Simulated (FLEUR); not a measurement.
# Input and output of a self-consistent single point for HfC (I4mm, 2 atoms in the cell) (FLEUR)

Method: LDA (Vosko-Wilk-Nusair), all-electron FLAPW (FLEUR), scalar-relativistic valence.

Input as run:

Input of the input generator:

```
HfC
&input film=f /
0.0000000000 4.4060854322 4.4060854322
4.4060854322 0.0000000000 4.4060854322
4.4060854322 4.4060854322 0.0000000000
1.0
1.0 1.0 1.0

2
72 0.0107220000 0.0107220000 -0.0107220000
6 0.5000000000 0.5000000000 0.5000000000

&comp jspins=1 /
&exco xctyp='vwn' /
&kpt div1=6 div2=6 div3=6 gamma=t /
&end /
```

```xml
<?xml version="1.0" encoding="UTF-8" standalone="no"?>
<fleurInput fleurInputVersion="0.39">
   <comment>
      HfC                                                                                                 
   </comment>
   <calculationSetup>
      <cutoffs Kmax="4.5" Gmax="22.5" GmaxXC="22.5" numbands="0"/>
      <scfLoop itmax="60" minDistance="0.00001" maxIterBroyd="15" imix="Anderson" alpha="0.05" precondParam="0.0" spinf="2.0"/>
      <coreElectrons ctail="T" frcor="F" kcrel="0" coretail_lmax="0"/>
      <xcFunctional name="vwn" relativisticCorrections="F"/>
      <magnetism jspins="1"/>
      <soc l_soc="F" theta="0.0" phi="0.0" spav="F"/>
      <expertModes spex="0" secvar="F"/>
      <geometryOptimization l_f="T" forcealpha="1.0" forcemix="BFGS" epsdisp="0.00001" epsforce="0.00001"/>
      <ldaU l_linMix="F" mixParam="0.05" spinf="1.0"/>
   </calculationSetup>
   <cell>
      <bzIntegration valenceElectrons="30.0" mode="hist" fermiSmearingEnergy="0.00367493">
         <kPointListSelection listName="default-1"/>
         <!-- k-points included here -->
         <xi:include xmlns:xi="http://www.w3.org/2001/XInclude" href="kpts.xml"> </xi:include>
      </bzIntegration>
      <!-- symmetry operations included here -->
      <xi:include xmlns:xi="http://www.w3.org/2001/XInclude" href="sym.xml"> </xi:include>
      <bulkLattice scale="1.0">
         <bravaisMatrix>
            <row-1>    0.0000000000000000     4.4060854322000003     4.4060854322000003</row-1>
            <row-2>    4.4060854322000003     0.0000000000000000     4.4060854322000003</row-2>
            <row-3>    4.4060854322000003     4.4060854322000003     0.0000000000000000</row-3>
         </bravaisMatrix>
      </bulkLattice>
   </cell>
   <atomSpecies>
      <species name="Hafnium (Hf)" element="Hf" atomicNumber="72">
         <mtSphere radius="2.47" gridPoints="817" logIncrement="0.016"/>
         <atomicCutoffs lmax="9" lnonsphr="7"/>
         <electronConfig flipSpins="F">
            <coreConfig>(1s1/2) (2s1/2) (2p1/2) (2p3/2) (3s1/2) (3p1/2) (3p3/2) (4s1/2) (3d3/2) (3d5/2) (4p1/2) (4p3/2) (4d3/2) (4d5/2)</coreConfig>
            <valenceConfig>(5s1/2) (5p1/2) (5p3/2) (6s1/2) (4f5/2) (4f7/2) (5d3/2) (5d5/2)</valenceConfig>
            <stateOccupation state="(5d3/2)" spinUp="0.4" spinDown="0.4"/>
            <stateOccupation state="(5d5/2)" spinUp="0.6" spinDown="0.6"/>
         </electronConfig>
         <energyParameters s="6" p="6" d="5" f="4"/>
         <lo type="SCLO" l="0" n="5" eDeriv="0"/>
         <lo type="SCLO" l="1" n="5" eDeriv="0"/>
         <lo type="SCLO" l="2" n="5" eDeriv="2"/>
         <lo type="SCLO" l="3" n="4" eDeriv="2"/>
      </species>
      <species name="Carbon (C)" element="C" atomicNumber="6">
         <mtSphere radius="1.53" gridPoints="507" logIncrement="0.02"/>
         <atomicCutoffs lmax="6" lnonsphr="4"/>
         <electronConfig flipSpins="F">
            <coreConfig>(1s1/2)</coreConfig>
            <valenceConfig>(2s1/2) (2p1/2) (2p3/2)</valenceConfig>
            <stateOccupation state="(2p1/2)" spinUp="0.3333333333333" spinDown="0.3333333333333"/>
            <stateOccupation state="(2p3/2)" spinUp="0.6666666666667" spinDown="0.6666666666667"/>
         </electronConfig>
         <energyParameters s="2" p="2" d="3" f="4"/>
         <lo type="SCLO" l="0" n="2" eDeriv="2"/>
         <lo type="SCLO" l="1" n="2" eDeriv="2"/>
         <lo type="SCLO" l="2" n="3" eDeriv="2"/>
      </species>
   </atomSpecies>
   <atomGroups>
      <atomGroup species="Hafnium (Hf)">
         <relPos label="                   1">.0107220000 .0107220000 -.0107220000</relPos>
         <force calculate="T" relaxXYZ="TTT"/>
      </atomGroup>
      <atomGroup species="Carbon (C)">
         <relPos label="                   2">1.000/2.000 1.000/2.000 1.000/2.000</relPos>
         <force calculate="T" relaxXYZ="TTT"/>
      </atomGroup>
   </atomGroups>
   <output dos="F" band="F" slice="F">
      <checks vchk="F" cdinf="F"/>
      <bandDOS minEnergy="-.5*Htr" maxEnergy="0.5*Htr" sigma="0.015" storeEVData="T"/>
      <vacuumDOS vacdos="F" integ="F" star="F" nstars="0" locx1="0.0" locy1="0.0" locx2="0.0" locy2="0.0" nstm="0" tworkf="0.0"/>
      <unfoldingBand unfoldBand="F" supercellX="1" supercellY="1" supercellZ="1"/>
      <plotting iplot="0" polar="F">
         <plot TwoD="T" vec1="  1.0  0.0  0.0" vec2="  0.0  1.0  0.0" vec3="  0.0  0.0  1.0" zero="  0.0  0.0  0.0" file="plot"/>
      </plotting>
      <chargeDensitySlicing numkpt="0" minEigenval="0.0" maxEigenval="0.0" nnne="0" pallst="F"/>
      <specialOutput eonly="F"/>
      <magneticCircularDichroism mcd="F" energyLo="-10.0" energyUp="0.0"/>
   </output>
  <!-- We include the file relax.xml here to enable relaxations (see documentation) -->
  <xi:include xmlns:xi="http://www.w3.org/2001/XInclude" href="relax.xml"> <xi:fallback/> </xi:include>
</fleurInput>
```

Output, abridged:

```
      Welcome to FLEUR        (www.flapw.de)
      MaX-Release 8.1          (www.max-centre.eu)

 ========== k-point set info ==========
 Selected k-point list: default-1
 k-point list type: mesh
 6 x 6 x 6
 Number of k points: 30

 ------------Calculation Setup---------------------------
           1           2           3           5           6          10          15          30
 Number of basis functions:          330
 Iteration:     1   Distance:      24.96276885 me/bohr^3
 Iteration:     2   Distance:      20.93420923 me/bohr^3
 Iteration:     3   Distance:       7.89757695 me/bohr^3
 Iteration:     4   Distance:       5.57775194 me/bohr^3
 Iteration:     5   Distance:       3.70489714 me/bohr^3
 Iteration:     6   Distance:       0.43073917 me/bohr^3
   [... 7 lines left out ...]
 Iteration:    14   Distance:       0.00050789 me/bohr^3
 Iteration:    15   Distance:       0.00003832 me/bohr^3
 Iteration:    16   Distance:       0.00003276 me/bohr^3
 Iteration:    17   Distance:       0.00001462 me/bohr^3
 Iteration:    18   Distance:       0.00000230 me/bohr^3
 Reset of history

 Run finished successfully
 Stop message:
   Structural relaxation: new displacements generated

[file out, last iteration]
             iter=     19
          p o t e n t i a l   g e n e r a t o r
[...]
          integral of pseudo charge density inside the slab=        0.000000   0.000000
     coulomb potential in the interstitial region:
          density-coulomb potential integrals
          total density-coulomb potenti   -25738.5926686975
          density-effective potential integrals for spin  1
          total density-effective poten   -2.6144652234E+04
          charge density-energy density integrals
          total charge density-energy d   -3.0597936291E+02
 Updated energy parameters for spin:           1
  Atom    1 6s branch from -1.73 to  2.43 htr. ; e_l =  0.3070
  Atom    1 6p branch from -0.50 to  3.38 htr. ; e_l =  0.4376
  Atom    1 5d branch from -6.87 to  1.13 htr. ; e_l =  0.4666
  Atom    1 4f branch from -9.99 to  0.08 htr. ; e_l =  0.0985
  Atom    1 5s branch from-18.06 to -1.73 htr. ; e_l(l -1.7660
  Atom    1 5p branch from-13.17 to -0.50 htr. ; e_l(l -0.6355
  Atom    1 5d branch from -6.87 to  1.13 htr. ; e_l(l  0.4642
  Atom    1 4f branch from -9.99 to  0.08 htr. ; e_l(l  0.0771
  Atom    2 2s branch from -9.14 to  1.91 htr. ; e_l =  0.0078
  Atom    2 2p branch from -9.99 to  1.81 htr. ; e_l =  0.2309
  Atom    2 3d branch from -9.99 to  5.52 htr. ; e_l =  0.4559
  Atom    2 4f branch from -9.99 to  9.21 htr. ; e_l =  0.6161
  Atom    2 2s branch from -9.14 to  1.91 htr. ; e_l(l  0.0078
  Atom    2 2p branch from -9.99 to  1.81 htr. ; e_l(l  0.2309
  Atom    2 3d branch from -9.99 to  5.52 htr. ; e_l(l  0.4559
[...]
 fermi energy and band-weighting factors:
at   0.00000   0.00000   0.00000   k-weight:    0.004630
   24 eigenvalues :
   -1.767304   -0.607268   -0.607268   -0.607168    0.033620    0.069353    0.069790    0.069790
    0.069885    0.072623    0.072623    0.072634    0.511112    0.511112    0.516809    0.526334
    0.534926    0.534926    0.599817    0.603177    0.728310    0.884843    1.370209    1.370209
   [... 2 blocks of this kind left out ...]

[...]
FERMIE:
          first approx. to ef    (T=0)  :   0.471998 htr   (energy of the highest occ. eigenvalue)
          number of occ. states  (T=0)  :        447
          first approx. to seigv (T=0)  :  -3.707475 htr
          sum of weights of occ. states :  15.000000
          sum of semicore charge        :   0.000000 e
FERHIS:  Fermi-Energy by histogram:
          bandgap                     :   0.006180 htr
          charge neutrality (T=0)     :   0.000000    (zero if the highest occ. eigenvalue is "entirely" occupied)
     EF_NEWTON:  Adjust Fermi-Energy by Newton-Method.
               Number of iterations needed  :   5
               The error in the weight is   : -0.11102E-15
               The error in ef is           :  0.22335E-16 htr
     -->  new fermi energy            :   0.477744 htr
          valence charge              :  30.000000 e
          actual charge blw ef-8kt    :  29.629630 e
          actual charge blw ef+8kt    :  30.000000 e
          number of occ. states       :       453
          sum of the valence weights  :   15.000000
          entropy         :   0.120787 *kb htr/K =   0.00000 htr/K
          sum of val. single particle energies:        -3.7072467174 htr
 Direct bandgap for spin            1 :    1.6934016935824414E-002  Htr
 at k-point           14  with k-vector   0.16666666666666666       0.16666666666666666        0.0000000000000000
          valence density: spin= 1
[...]
     l-like charge
     atom     s        p        d        f        total
 -->  1    2.21849  6.11516  1.38428 14.00845   23.73867
 -->  2    0.88342  1.56487  0.00922  0.00094    2.45862
          total charge for spin  1=   30.000000
          interst. charge =       3.802719
          mt charge=             23.738665    2.458616
          total charge  =   30.000000
          z= 72.     r(1)=  0.527896E-05     dx= 0.016000     m.t.index= 817
               n    l     j    energy       weight
               1.   0.   0.5-2393.3624      2.0000
               2.   0.   0.5 -408.5226      2.0000
               2.   1.   0.5 -390.2491      2.0000
   [... 11 lines left out ...]
          atom type    1  (spin 1)
          kinetic energy=  0.163337353572E+05     sum of the eigenvalues= -0.920928472007E+04
          0.00000432  electrons lost from core.
          z=  6.     r(1)=  0.616072E-04     dx= 0.020000     m.t.index= 507
               n    l     j    energy       weight
               1.   0.   0.5   -9.1390      2.0000
          atom type    2  (spin 1)
          kinetic energy=  0.314621679216E+02     sum of the eigenvalues= -0.182779263260E+02
          0.00004172  electrons lost from core.
          total charge for spin  1=   78.000000
          interst. charge =       3.802765
          mt charge=             69.738661    4.458575
          total charge  =   78.000000
          zc=    78.000000     qfix=    1.000000
     t o t a l  e n e r g y
          sum of eigenvalues =             -9231.2698931096
          density-coulomb potential int   -25738.5926686975
          density-effective potential i   -26144.6522344007
          charge density-ex.-corr.energ     -305.9793629107
          el.-nucl. inter. diff. m.t.      18771.8880287790
          Madelung term for atom type:       -46.8378494448
          el.-nucl. inter. diff. m.t.         42.1140826216
          Madelung term for atom type:        -4.0016868518
 ---->    total energy=                   -15126.7350036655 htr
 ---->    (input%tkb*entropy) TS=              0.0004438847 htr
 ---->    free energy=                    -15126.7354475503 htr
      extrapolation for T->0
 ---->    total electron energy=          -15126.7352256079 htr
 ***** TOTAL FORCES ON ATOMS *****
 TOTAL FORCE FOR ATOM TYPE=  1  X=  0.000   Y=  0.000   Z=  0.094
                       FX_TOT= 0.000000 FY_TOT= 0.000000 FZ_TOT=-0.006024
 TOTAL FORCE FOR ATOM TYPE=  2  X=  4.406   Y=  4.406   Z=  4.406
                       FX_TOT= 0.000000 FY_TOT= 0.000000 FZ_TOT= 0.006040
```

The run converged in 18 iterations. FLEUR gives forces in its relaxation mode, with a further iteration, so its stop message speaks of a relaxation.

The starting cell has typed, rounded lattice constants, without a prior relaxation at this level. Its lattice was rescaled by up to half a per cent. One atom was moved a little off its site on purpose. Spin-orbit coupling is off. Values depend on the basis (sphere radii, cutoffs, local orbitals), which need not be converged. The log's line on a gap gives a spacing of levels on this mesh, which the program prints for metals too.

Cost on one core of a shared machine: roughly 30 s.
